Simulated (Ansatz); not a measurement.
The starting structures come from a database of crystals and need not be the phases stable at ambient conditions.

Data:

```
CELL_PARAMETERS angstrom
      5.18449     0.00000     0.00000
      0.00000     5.18449     0.00000
      2.59224     2.59224     3.66599
ATOMIC_POSITIONS crystal
  Cs 0.00000 0.00000 0.00000
  B  0.50000 0.50000 0.00000
  H  0.40338 0.21014 0.19324
  H  0.78986 0.59662 0.80676
  H  0.40338 0.59662 0.80676
  H  0.40338 0.59662 0.19324
```

Space group of this cell: F-43m. The cell is taken as given.

Transport runs along the normal of the first two printed cell vectors, the (001) plane of the conventional cell.

The gap is the functional's own, uncorrected, and κ follows it; spin-orbit coupling is left out. Mid-gap values are interpolated between the computed energies.

Question: Estimate the band gap and the smallest decay constant κ at mid-gap that PBEsol (Ansatz, an electronic-structure program) returns for this system.

Answer: Gap 5.55 eV on a 8×8×8 mesh; κ = 0.386 1/Å, at the zone centre.
